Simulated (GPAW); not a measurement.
Worked example: self-consistent single point of Mg (P6_3/mmc, 4 atoms in the cell) in GPAW.

Level of theory: PBE, GPAW PAW datasets PBE (gpaw-data 1.0.1) (plane waves; GPAW 25.7.0).

The change in words: lattice scaled by 0.98. Reference geometry:
```xyz
4
Lattice="3.1571 0.0000 0.0000 -1.5786 2.7342 0.0000 0.0000 0.0000 10.2549" Properties=species:S:1:pos:R:3 pbc="T T T"
Mg     0.0000     0.0000     0.0000
Mg     0.0000     0.0000     5.1274
Mg     0.0000     1.8228     2.5637
Mg     1.5786     0.9114     7.6912
```

Reference input (self-consistent single point, DFT PBE, plane waves, GPAW PAW datasets PBE (gpaw-data 1.0.1)): mode = pw; ecut = 800 eV; xc = PBE; kpts = 8 8 3; mesh shift (steps) = 0 0 0; occupations.name = methfessel-paxton; occupations.width = 0.136 eV; occupations.order = 0; nbands = -12; convergence.density = 1e-05 e/electron; convergence.energy = 1e-05 eV/electron; symmetry.symmorphic = false. This run's input differs from it in these lines:

```diff
@@ -5,9 +5,9 @@
 atoms = Atoms(['Mg', 'Mg', 'Mg', 'Mg'],
-              cell=[[3.157134, 0.000000, 0.000000],
-                    [-1.578567, 2.734157, 0.000000],
-                    [0.000000, 0.000000, 10.254883]],
+              cell=[[3.093991, 0.000000, 0.000000],
+                    [-1.546996, 2.679474, 0.000000],
+                    [0.000000, 0.000000, 10.049785]],
               positions=[[0.000000, 0.000000, 0.000000],
-                         [0.000000, 0.000000, 5.127441],
-                         [-0.000002, 1.822772, 2.563721],
-                         [1.578569, 0.911385, 7.691162]],
+                         [0.000000, 0.000000, 5.024892],
+                         [-0.000002, 1.786317, 2.512446],
+                         [1.546997, 0.893157, 7.537339]],
               pbc=True)
```

The program printed (abridged):

```
     iter     time        total  log10-change:
                         energy   eigst   dens
iter:   1 --:--:--    -6.288953
iter:   2 --:--:--    -6.372417   -0.16  -1.58
iter:   3 --:--:--    -6.404186   -1.70  -1.61
iter:   4 --:--:--    -6.414950   -2.25  -2.01
iter:   5 --:--:--    -6.414951   -3.22  -2.94
iter:   6 --:--:--    -6.416994   -4.16  -2.94
iter:   7 --:--:--    -6.412917   -3.64  -2.80
iter:   8 --:--:--    -6.412778   -4.72  -3.57
iter:   9 --:--:--    -6.412670c  -5.37  -3.48
iter:  10 --:--:--    -6.412671c  -6.95  -4.33
iter:  11 --:--:--    -6.412667c  -7.25  -4.50
iter:  12 --:--:--    -6.412667c  -8.74c -5.02c
Converged after 12 iterations.

Dipole moment: (-0.000000, 0.000000, -0.000001) |e|*Ang

Energy contributions relative to reference atoms: (reference = -21798.579555)

Kinetic:         +1.192301
Potential:       +5.500914
External:        +0.000000
XC:             -13.000756
Entropy (-ST):   -0.014201
Local:           -0.098025
SIC:             +0.000000
--------------------------
Free energy:     -6.419767
Extrapolated:    -6.412667

Showing only first 2 kpts
 Kpt  Band  Eigenvalues  Occupancy
  0    18     -1.69194    2.00000
  0    19      2.33328    2.00000
  0    20      2.94576    2.00000
  0    21      9.49869    0.00000

  1    18     -0.55741    2.00000
  1    19      0.87544    2.00000
  1    20      4.68584    0.00001
  1    21      6.96462    0.00000

Fermi level: 4.25438

No gap
No difference between direct/indirect transitions
Energy (eV): -6.412667

Forces in eV/Ang:
  0 Mg    0.00000    0.00000    0.00000
  1 Mg    0.00000    0.00000    0.00000
  2 Mg   -0.00000   -0.00000   -0.00000
  3 Mg    0.00000    0.00000    0.00000

Stress tensor:
    -0.027976    -0.000000     0.000000
    -0.000000    -0.027976     0.000000
     0.000000     0.000000    -0.025121
Stress (GPa, Voigt): [-4.4823 -4.4823 -4.0248  0.      0.     -0.    ]
```

The run converged in 12 iterations. GPAW prints stress with tension positive. Against the reference run the free energy rises by 23.1 meV/atom and the pressure goes from 1.49 to 4.33 GPa.

The starting cell comes from a database of computed structures (which also holds hypothetical and non-ambient phases and stackings), without a prior relaxation at this level. Its lattice was rescaled by a random factor within 2.5 % of one. For this run, on top of that: lattice scaled by 0.98. With a pressure of about 4 GPa the cell is away from its equilibrium volume at this level.

Cost on one core of a shared machine: roughly 2 min.
